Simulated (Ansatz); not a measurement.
```yaml
crystal:
  lattice:
    - [4.55444, 0.00000, 0.00000]
    - [0.00000, 4.55444, 0.00000]
    - [0.00000, 0.00000, 2.95486]
  atoms:
    - { symbol: Ti, position: [0.00000, 0.00000, 0.00000] }
    - { symbol: Ti, position: [0.50000, 0.50000, 0.50000] }
    - { symbol: O, position: [0.30418, 0.30418, 0.00000] }
    - { symbol: O, position: [0.80418, 0.19582, 0.50000] }
    - { symbol: O, position: [0.19582, 0.80418, 0.50000] }
    - { symbol: O, position: [0.69582, 0.69582, 0.00000] }
```

No spin polarisation.

Calculations: PBEsol (Ansatz, a program for electronic structure, PAW, scalar-relativistic without spin-orbit coupling). Γ-centred 7×7×11 mesh, Fermi–Dirac width 0.05 eV.

Problem. Predict the valence-band top at Γ, pressure and gap character.

Solution. 
- Valence-band top at Γ (three highest levels, from the VBM): 0.00, -0.46, -0.46 eV
- Pressure (mean of the normal stresses, compression positive): 2.03 GPa
- Gap character: direct at Γ

The cells carry an imposed strain or load. Whether these cells are dynamically stable was not tested. The final runs are not spin-polarised. The cell was made from TiO2 in the rutile structure (space group P4_2/mnm, No. 136) by this change: biaxial strain −0.80 %, plane normal [001], relaxed out of plane.
